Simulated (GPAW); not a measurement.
Input and output of a self-consistent single point for GaSn₃ (I4/mmm, 4 atoms in the cell) (GPAW).

Method of the run: LDA (Perdew-Wang 92), GPAW PAW datasets LDA (gpaw-data 1.0.1) (plane waves; GPAW).

```
GaSn3
1.0
   -2.27241     2.27241     4.91073
    2.27241    -2.27241     4.91073
    2.27241     2.27241    -4.91073
Ga Sn
1 3
Direct
  0.00000   0.00000   0.00000
  0.75000   0.25000   0.50000
  0.25000   0.75000   0.50000
  0.50000   0.50000   0.00000
```

Reference input (self-consistent single point, DFT LDA (Perdew-Wang 92), plane waves, GPAW PAW datasets LDA (gpaw-data 1.0.1)): mode = pw; ecut = 600 eV; xc = LDA; kpts = 5 5 5; mesh shift (steps) = 0 0 0; occupations.name = methfessel-paxton; occupations.width = 0.272 eV; occupations.order = 1; nbands = -12; symmetry.symmorphic = false; symmetry.tolerance = 0.0005; maxiter = 100. This run's input differs from it in these lines:

```diff
@@ -17,3 +17,3 @@
             kpts=(5, 5, 5),
-            occupations={'name': 'methfessel-paxton', 'width': 0.272, 'order': 1},
+            occupations={'name': 'methfessel-paxton', 'width': 0.2, 'order': 0},
             nbands=-12,
```

Output (repeated stretches shortened):

```
     iter     time        total  log10-change:
                         energy   eigst   dens
iter:   1 --:--:--   -17.561442
iter:   2 --:--:--   -17.579575   -1.47  -1.71
iter:   3 --:--:--   -17.526288   -2.24  -1.73
iter:   4 --:--:--   -17.535977   -3.08  -2.18
iter:   5 --:--:--   -17.524464c  -4.06  -2.58
iter:   6 --:--:--   -17.524947c  -5.44  -2.98
iter:   7 --:--:--   -17.523343c  -4.87  -3.01
iter:   8 --:--:--   -17.522915c  -4.71  -3.28
iter:   9 --:--:--   -17.522901c  -6.16  -3.55
   [... 3 lines left out ...]
iter:  13 --:--:--   -17.522961c  -6.41  -3.78
iter:  14 --:--:--   -17.522935c  -5.85  -3.75
iter:  15 --:--:--   -17.522937c  -7.13  -3.80
iter:  16 --:--:--   -17.522910c  -6.30  -3.80
iter:  17 --:--:--   -17.522911c  -7.32  -4.04c
iter:  18 --:--:--   -17.522912c  -7.40c -4.00
iter:  19 --:--:--   -17.522916c  -6.86  -4.04c
iter:  20 --:--:--   -17.522915c  -8.15c -4.16c
Converged after 20 iterations.

Dipole moment: (0.000000, -0.000000, -0.000007) |e|*Ang

Energy contributions relative to reference atoms: (reference = -556404.816536)

Kinetic:        +14.629921
Potential:      -13.800076
External:        +0.000000
XC:             -18.340375
Entropy (-ST):   -0.030030
Local:           +0.002630
SIC:             +0.000000
--------------------------
Free energy:    -17.537930
Extrapolated:   -17.522915

Showing only first 2 kpts
 Kpt  Band  Eigenvalues  Occupancy
  0    20      4.92744    2.00000
  0    21      4.92744    2.00000
  0    22      5.57820    2.00000
  0    23      5.57820    2.00000

  1    20      3.68376    2.00000
  1    21      3.80209    2.00000
  1    22      6.21899    1.98221
  1    23      7.77593    0.00000

Fermi level: 6.55416

No gap
No difference between direct/indirect transitions
Energy (eV): -17.522915

Forces in eV/Ang:
  0 Ga    0.00000    0.00000    0.00000
  1 Sn    0.00000    0.00000    0.00000
  2 Sn    0.00000    0.00000    0.00000
  3 Sn    0.00000    0.00000    0.00000

Stress tensor:
     0.017138     0.000000    -0.000000
     0.000000     0.017138    -0.000000
    -0.000000    -0.000000     0.021439
Stress (GPa, Voigt): [ 2.7459  2.7459  3.4348 -0.     -0.      0.    ]
```

The run converged in 20 iterations. GPAW prints stress with tension positive. Against the reference run the free energy falls by 4.4 meV/atom and the pressure moves little (-3.02 to -2.98 GPa).

The starting cell comes from a database of computed structures (which also holds hypothetical and non-ambient phases and stackings), without a prior relaxation at this level.

Cost on one core of a shared machine: roughly 50 s.
